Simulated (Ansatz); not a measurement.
An Ansatz (a program for electronic structure) run: CsSnI3 with a change (biaxial strain −0.50 %, plane normal [111], relaxed out of plane); plane-wave PAW DFT at the PBEsol level (Ansatz, 420 eV), no spin-orbit coupling.

Input:

Ansatz 0.2 input:
```yaml
crystal:
  lattice:
    - [8.6265107225, 0, 0]
    - [4.3132553612, 7.4707774317, 0]
    - [4.3132553612, -2.4902591439, 3.5483041716]
  atoms:
    - { symbol: Cs, position: [0, 0, 0] }
    - { symbol: Sn, position: [0, 0.5, 0.5] }
    - { symbol: I, position: [0.5, 0, 0] }
    - { symbol: I, position: [0, 0.5, 0] }
    - { symbol: I, position: [0.5, 0.5, 0] }
basis: { ecutwfc: 420, ecutrho_ratio: 4, xc_grid: 2, fft_grid_basis: typed }
kpoints: { mp_grid: { grid: [8, 8, 8] } }
hamiltonian:
  xc: pbesol
  dispersion: none
  pseudopotentials: { kind: paw }
scf: { occupations: { method: fermi_dirac, width: 0.05 } }
relax: { f_tol: 0.005, max_steps: 50, cell: { stress_tol: 0.01, fix: [a, b, gamma] } }
output: { forces: true, stress: true }
checkpoint: { write: state.ck, write_every: 1000 }
```

Output (explanatory and most iteration lines left out):

```
Relaxation: its limit of steps is 50 (relax.max_steps)
Pseudopotential: Cs, paw, valence charge 9
Pseudopotential: Sn, paw, valence charge 14
Pseudopotential: I, paw, valence charge 17
Crystal: 5 atoms, lattice volume = 228.677 Å³
Basis set: ecut = 420 eV, 4445 PW (Γ), exchange–correlation on 120×120×90 points (8 copies of the dense FFT grid, shifted against one another)
Bands: 45, of which v1, the nominal top of the filled ones, is band 37 counted from 1 (36 counted from 0)
Symmetry: 12 space group operations
Space group: R-3m (ITA 166), of the structure as read, at distance tolerance 6.1e-5 Å
k-points: 65 of 512
Functional: x = pbesol(κ = 0.804, μ = 0.12345679012345678), c = pbesol(β = 0.046)
SCF iter   1: F=—  HF=-33837.084172 eV  |F-HF|=—  |Δ(HF+E_count)|=         —  Δρ=1.68e-3  dr2=7.21e-3  ethr=1.77e-3  ⟨swp⟩=10.5  Hψ=14392  notcnv=0  defer=32
SCF iter   2: F=—  HF=-33837.080956 eV  |F-HF|=—  |Δ(HF+E_count)|=   3.22e-3  Δρ=1.08e-3  dr2=2.36e-3  ethr=9.75e-6  ⟨swp⟩=2.1  Hψ=5981  notcnv=0  defer=77
SCF 1 converged in 6 iterations: F = -33837.081348 eV  dr2 = 8.80e-8
relax step   1: F+E_penalty+E_count = -33837.08134848 eV  Δ(F+E_penalty+E_count) = +0.000e0 eV  max|allowed force component| = 6.984e-29 eV/Å  Δτ_max = 0.0000 Å  P = +0.140 GPa  Ω = 228.677 Å³  fix = [a, b, gamma]  reactions: a +0.162, b +0.162 GPa  (6 SCF iters, dr2 threshold 1.00e-7 eV, accepted)
[... steps on the carried basis left out ...]
relax step   3: F+E_penalty+E_count = -33837.08152085 eV  Δ(F+E_penalty+E_count) = -5.268e-5 eV  max|allowed force component| = 1.195e-28 eV/Å  Δτ_max = 0.0000 Å  P = +0.069 GPa  Ω = 229.560 Å³  energy of the carried Pulay correction = -9.099e-5 eV  fix = [a, b, gamma]  reactions: a +0.103, b +0.103 GPa  (5 SCF iters, dr2 threshold 9.49e-9 eV, accepted)
Crystal: 5 atoms, lattice volume = 229.560 Å³
SCF iter   1: F=—  HF=-33837.079090 eV  |F-HF|=—  |Δ(HF+E_count)|=         —  Δρ=1.87e-4  dr2=2.53e-6  ethr=3.69e-7  ⟨swp⟩=3.5  Hψ=22421  notcnv=0
SCF iter   2: F=—  HF=-33837.081004 eV  |F-HF|=—  |Δ(HF+E_count)|=   1.91e-3  Δρ=9.41e-5  dr2=4.41e-7  ethr=3.41e-9  ⟨swp⟩=2.6  Hψ=4459  notcnv=0
SCF 4 converged in 7 iterations: F = -33837.081615 eV  dr2 = 1.11e-12
SCF converged after 7 iterations
Free energy (F): -33837.081615 eV
Internal energy: -33837.080978 eV  (E = F + TS)
E sigma→0 (E₀):  -33837.081297 eV
Entropy (-TS):   -0.000637 eV (-0.127 meV/atom)
Fermi energy:    5.772957 eV
--- Forces (eV/Å), atoms counted from 1 ---
  atom   1  Cs    -0.00000000    -0.00000000     0.00000000
  atom   2  Sn     0.00000000    -0.00000000     0.00000000
  atom   3  I      0.00000000     0.00000000     0.00000000
  atom   4  I      0.00000000     0.00000000    -0.00000000
  atom   5  I      0.00000000     0.00000000     0.00000000
--- Stress (GPa, compression-positive) ---
        0.102370       0.000000       0.000000
        0.000000       0.102370       0.000000
        0.000000       0.000000       0.000719
  P = ⅓ Tr σ = 0.0685 GPa (0.685 kbar)
--- Relaxed structure (3 steps of the walk, 3 accepted, 1 SCFs on fresh bases) ---
  cell:  # Å, volume = 229.5605 Å³
    - [8.626510722497777, 2.8867669145474627e-11, 8.103924421037146e-11]
    - [4.313255361223888, 7.47077743171636, 4.051929057428285e-11]
    - [4.313255361223759, -2.4902591438862083, 3.562018318688756]
  atoms:
    - { symbol: Cs, position: [-2.5867587796322276e-36, 1.5848536770308196e-36, 5.6539037474560666e-37] }
    - { symbol: Sn, position: [-5.551115123125783e-17, 0.5, 0.4999999999999999] }
    - { symbol: I, position: [0.49999999999999994, -1.6155871338926322e-27, -1.6155871338926322e-27] }
    - { symbol: I, position: [-4.6637758904161677e-17, 0.49999999999999994, -8.077935669463161e-28] }
    - { symbol: I, position: [0.4999999999999999, 0.49999999999999994, -3.2311742677852644e-27] }
```

With I present, leaving out spin-orbit coupling can change the band edges. Whether these cells are dynamically stable was not tested. The cell was made from CsSnI$_{3}$ in the cubic perovskite structure (space group Pm-3m, No. 221) by this change: biaxial strain −0.50 %, plane normal [111], relaxed out of plane. Many cubic perovskites are stable only at high temperature; tilts and polar distortions were not tested.
